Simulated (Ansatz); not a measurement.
Candidates (primitive cells; geometry: cell and atoms relaxed with PBEsol):
A. CsH (Fm-3m), a = b = c = 4.422 Å, α = β = γ = 60.00°
B. RbH (Fm-3m), a = b = c = 4.190 Å, α = β = γ = 60.00°
C. LiH (Fm-3m), a = 2.814 Å, b = 2.814 Å, c = 2.814 Å, α = 60.00°, β = 60.00°, γ = 60.00°
D. LiF (Fm-3m), a = b = c = 2.8339 Å, α = β = γ = 60.00°
E. LiCl (Fm-3m), a = b = c = 3.5809 Å, α = β = γ = 60.00°

Q: Order them by hole conductivity mass (highest first) at the level PBEsol, rigid bands in Ansatz (a first-principles code).

A: D (3.5 mₑ), E (1.67 mₑ), B (0.92 mₑ), A (0.69 mₑ), C (0.40 mₑ)

Masses are for dilute carriers at 300 K, harmonic means over directions unless an axis is named. Spin-orbit coupling is left out.

Formula and space group known from diffraction (Crystallography Open Database), not checked to be the room-temperature form: CsH (Fm-3m), RbH (Fm-3m).
